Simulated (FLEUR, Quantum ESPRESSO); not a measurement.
A FLEUR input for a self-consistent single point of AgI (F-43m, 2 atoms in the cell) (DFT, PBE, all-electron FLAPW (FLEUR), scalar-relativistic valence):

Input of the input generator:

```
AgI
&input film=f /
0.0000000000 6.0968215062 6.0968215062
6.0968215062 0.0000000000 6.0968215062
6.0968215062 6.0968215062 0.0000000000
1.0
1.0 1.0 1.0

2
47 0.0000000000 0.0000000000 0.0000000000
53 0.7500000000 0.7500000000 0.7500000000

&comp jspins=1 /
&kpt div1=9 div2=9 div3=9 /
&end /
```

```xml
<?xml version="1.0" encoding="UTF-8" standalone="no"?>
<fleurInput fleurInputVersion="0.39">
   <comment>
      AgI                                                                                                 
   </comment>
   <calculationSetup>
      <cutoffs Kmax="4.1" Gmax="12.3" GmaxXC="12.3" numbands="0"/>
      <scfLoop itmax="80" minDistance="0.00001" maxIterBroyd="25" imix="Anderson" alpha="0.05" precondParam="0.0" spinf="2.0"/>
      <coreElectrons ctail="T" frcor="F" kcrel="0" coretail_lmax="0"/>
      <xcFunctional name="pbe" relativisticCorrections="F"/>
      <magnetism jspins="1"/>
      <soc l_soc="F" theta="0.0" phi="0.0" spav="F"/>
      <expertModes spex="0" secvar="F"/>
      <geometryOptimization l_f="T" forcealpha="1.0" forcemix="BFGS" epsdisp="0.00001" epsforce="0.00001"/>
      <ldaU l_linMix="F" mixParam="0.05" spinf="1.0"/>
   </calculationSetup>
   <cell>
      <bzIntegration valenceElectrons="34.0" mode="hist" fermiSmearingEnergy="0.00036749">
         <kPointListSelection listName="default-1"/>
         <!-- k-points included here -->
         <xi:include xmlns:xi="http://www.w3.org/2001/XInclude" href="kpts.xml"> </xi:include>
      </bzIntegration>
      <!-- symmetry operations included here -->
      <xi:include xmlns:xi="http://www.w3.org/2001/XInclude" href="sym.xml"> </xi:include>
      <bulkLattice scale="1.0">
         <bravaisMatrix>
            <row-1>    0.0000000000000000     6.0968215062000004     6.0968215062000004</row-1>
            <row-2>    6.0968215062000004     0.0000000000000000     6.0968215062000004</row-2>
            <row-3>    6.0968215062000004     6.0968215062000004     0.0000000000000000</row-3>
         </bravaisMatrix>
      </bulkLattice>
   </cell>
   <atomSpecies>
      <species name="Silver (Ag)" element="Ag" atomicNumber="47">
         <mtSphere radius="2.46" gridPoints="849" logIncrement="0.015"/>
         <atomicCutoffs lmax="10" lnonsphr="8"/>
         <electronConfig flipSpins="F">
            <coreConfig>(1s1/2) (2s1/2) (2p1/2) (2p3/2) (3s1/2) (3p1/2) (3p3/2) (4s1/2) (3d3/2) (3d5/2)</coreConfig>
            <valenceConfig>(4p1/2) (4p3/2) (5s1/2) (4d3/2) (4d5/2)</valenceConfig>
            <stateOccupation state="(5s1/2)" spinUp="0.5" spinDown="0.5"/>
         </electronConfig>
         <energyParameters s="5" p="5" d="4" f="4"/>
         <lo type="SCLO" l="1" n="4" eDeriv="0"/>
         <lo type="HELO" l="2" n="5" eDeriv="0"/>
      </species>
      <species name="Iodine (I)" element="I" atomicNumber="53">
         <mtSphere radius="2.46" gridPoints="849" logIncrement="0.015"/>
         <atomicCutoffs lmax="10" lnonsphr="8"/>
         <electronConfig flipSpins="F">
            <coreConfig>(1s1/2) (2s1/2) (2p1/2) (2p3/2) (3s1/2) (3p1/2) (3p3/2) (4s1/2) (3d3/2) (3d5/2) (4p1/2) (4p3/2)</coreConfig>
            <valenceConfig>(5s1/2) (4d3/2) (4d5/2) (5p1/2) (5p3/2)</valenceConfig>
            <stateOccupation state="(5p1/2)" spinUp="0.8333333333333" spinDown="0.8333333333333"/>
            <stateOccupation state="(5p3/2)" spinUp="1.6666666666667" spinDown="1.6666666666667"/>
         </electronConfig>
         <energyParameters s="5" p="5" d="5" f="4"/>
         <lo type="SCLO" l="2" n="4" eDeriv="0"/>
      </species>
   </atomSpecies>
   <atomGroups>
      <atomGroup species="Silver (Ag)">
         <relPos label="                   1">.0000000000 .0000000000 .0000000000</relPos>
         <force calculate="T" relaxXYZ="TTT"/>
      </atomGroup>
      <atomGroup species="Iodine (I)">
         <relPos label="                   2">-1.000/4.000 -1.000/4.000 -1.000/4.000</relPos>
         <force calculate="T" relaxXYZ="TTT"/>
      </atomGroup>
   </atomGroups>
   <output dos="F" band="F" slice="F">
      <checks vchk="F" cdinf="F"/>
      <bandDOS minEnergy="-.5*Htr" maxEnergy="0.5*Htr" sigma="0.015" storeEVData="T"/>
      <vacuumDOS vacdos="F" integ="F" star="F" nstars="0" locx1="0.0" locy1="0.0" locx2="0.0" locy2="0.0" nstm="0" tworkf="0.0"/>
      <unfoldingBand unfoldBand="F" supercellX="1" supercellY="1" supercellZ="1"/>
      <plotting iplot="0" polar="F">
         <plot TwoD="T" vec1="  1.0  0.0  0.0" vec2="  0.0  1.0  0.0" vec3="  0.0  0.0  1.0" zero="  0.0  0.0  0.0" file="plot"/>
      </plotting>
      <chargeDensitySlicing numkpt="0" minEigenval="0.0" maxEigenval="0.0" nnne="0" pallst="F"/>
      <specialOutput eonly="F"/>
      <magneticCircularDichroism mcd="F" energyLo="-10.0" energyUp="0.0"/>
   </output>
  <!-- We include the file relax.xml here to enable relaxations (see documentation) -->
  <xi:include xmlns:xi="http://www.w3.org/2001/XInclude" href="relax.xml"> <xi:fallback/> </xi:include>
</fleurInput>
```

**Question.** Give the Quantum ESPRESSO input for the same structure, mesh, smearing and functional.

**Answer.** This is the input that was run; spellings and numerical settings could be chosen otherwise.

```fortran
&CONTROL
  calculation = 'scf',
  prefix = 'pwscf',
  outdir = './out',
  pseudo_dir = './',
  tprnfor = .true.,
  tstress = .true.,
/
&SYSTEM
  ibrav = 2,
  celldm(1) = 12.1936430123,
  nat = 2,
  ntyp = 2,
  ecutwfc = 50,
  ecutrho = 300,
  occupations = 'smearing',
  smearing = 'fermi-dirac',
  degauss = 0.000734986,
/
&ELECTRONS
  conv_thr = 1.0d-9,
/
ATOMIC_SPECIES
Ag   107.8682  Ag.pbe-n-rrkjus_psl.1.0.0.UPF
I    126.9045  I.pbe-n-rrkjus_psl.1.0.0.UPF
ATOMIC_POSITIONS {crystal}
Ag    0.0000000000    0.0000000000    0.0000000000
I     0.7500000000    0.7500000000    0.7500000000
K_POINTS {automatic}
9 9 9  0 0 0
```

Basis settings and potentials, where a program has them, do not carry over. This input uses DFT, PBE, plane waves, PSlibrary ultrasoft (PBE) pseudopotentials. Both were run: gap on the mesh 1.359 eV in FLEUR and 1.329 in Quantum ESPRESSO.

On FLEUR: the starting cell comes from a database of computed structures (which also holds hypothetical and non-ambient phases and stackings), without a prior relaxation at this level. Its lattice was rescaled by a random factor within 2.5 % of one. Spin-orbit coupling is off. Values depend on the basis (sphere radii, cutoffs, local orbitals), which need not be converged.

On Quantum ESPRESSO: the starting cell comes from a database of computed structures (which also holds hypothetical and non-ambient phases and stackings), without a prior relaxation at this level. Its lattice was rescaled by a random factor within 2.5 % of one. Spin-orbit coupling is off.
